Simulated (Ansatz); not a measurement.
# Sc under a change: uniaxial strain ε_zz = −0.63 %

Take Sc in the hcp (Mg type) structure (space group P6_3/mmc, No. 194; a = 3.3180 Å, c = 5.1860 Å; relaxed with 0.1 eV smearing) as the base. Axes: x lies along a and z along c of the hexagonal cell.

Perturbation: the cell is compressed by 0.63 % along z with no lateral relaxation; the atoms relax in the strained cell.

Level of theory: PBE (Ansatz, a quantum-chemistry and plane-wave program), scalar-relativistic without spin-orbit coupling, earlier PAW set. k-mesh 20×20×11 (Γ-centred); smearing 0.1 eV (Fermi–Dirac).

Space group: P6_3/mmc (No. 194) (base P6_3/mmc (No. 194))
Shortest interatomic distance: 3.211 Å (base 3.224 Å)
Energy relative to the base (free energy F): +0.3 meV/atom
Pressure (mean of the normal stresses, compression positive): 0.3 GPa (base 0.0 GPa)
Band gap: zero (base zero)
Stress (xx, yy, zz, yz, xz, xy; compression positive): (0.2, 0.2, 0.6, 0.0, 0.0, 0.0) GPa

Final structure:

```yaml
crystal:
  lattice:
    - [3.31800, 0.00000, 0.00000]
    - [-1.65900, 2.87347, 0.00000]
    - [0.00000, 0.00000, 5.15335]
  atoms:
    - { symbol: Sc, position: [0.33333, 0.66667, 0.75000] }
    - { symbol: Sc, position: [0.66667, 0.33333, 0.25000] }
```

Whether these cells are dynamically stable was not tested. All final runs are without spin polarisation.
